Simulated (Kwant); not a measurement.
Kwant, Hückel tight-binding model, one pz orbital an atom, one spin, coherent transport at 0 K. Conductance is in e²/h.

Device: π system C=Cc1ccccc1 between two chain leads. The π system is taken as planar. Atoms are numbered from 0 in the order of the SMILES. Site energies (eV, carbon 0): [0.0, 0.0, 0.0, 0.0, 0.0, 0.0, 0.0, 0.0]. Bonds (i, j, β in eV): (0,1,-3) (1,2,-3) (2,3,-3) (3,4,-3) (4,5,-3) (5,6,-3) (6,7,-3) (7,2,-3). Leads: chains of hopping −4.5 eV, joined by −1.5 eV to atoms 0 and 4.

Site energies and bond integrals are typed Hückel values.

Sweep values stay those of the base run.

One input was changed, with this effect: transmission at E = 0 < 1e-12 → 0.027.

Task: Which change was it?
A) contacts moved from atoms [0, 4] to [3, 5]
B) contacts moved from atoms [0, 4] to [1, 3]
C) contacts moved from atoms [0, 4] to [1, 4]
D) contacts moved from atoms [0, 4] to [3, 7]
E) contacts moved from atoms [0, 4] to [0, 3]
F) contacts moved from atoms [0, 4] to [4, 6]

Result: E, contacts moved from atoms [0, 4] to [0, 3]
